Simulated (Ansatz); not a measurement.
Data:

```yaml
crystal:
  lattice:
    - [3.54831, 0.00000, 0.00000]
    - [0.00000, 3.54831, 0.00000]
    - [1.77415, -1.77415, 2.41792]
  atoms:
    - { symbol: Y, position: [0.00000, 0.00000, 0.00000] }
    - { symbol: N, position: [0.50000, 0.50000, 0.00000] }
```

No spin polarisation.

All numbers come from r2SCAN/PAW in Ansatz (a quantum-chemistry and plane-wave program), without spin-orbit coupling. k-mesh 12×12×12 (Γ-centred); smearing 0.05 eV (Fermi–Dirac).

### Question
What band gap does the calculation give?

### Answer
0.47 eV.

### Question
What pressure (mean of the normal stresses, compression positive) does the calculation give?

### Answer
-5.35 GPa.

### Question
Predict the gap character.

### Answer
Indirect, Γ → M.

The cells carry an imposed strain or load. No phonon test of stability was made. The cell was made from YN in the rock salt structure (space group Fm-3m, No. 225) by this change: biaxial strain +2.50 %, plane normal [001], relaxed out of plane.
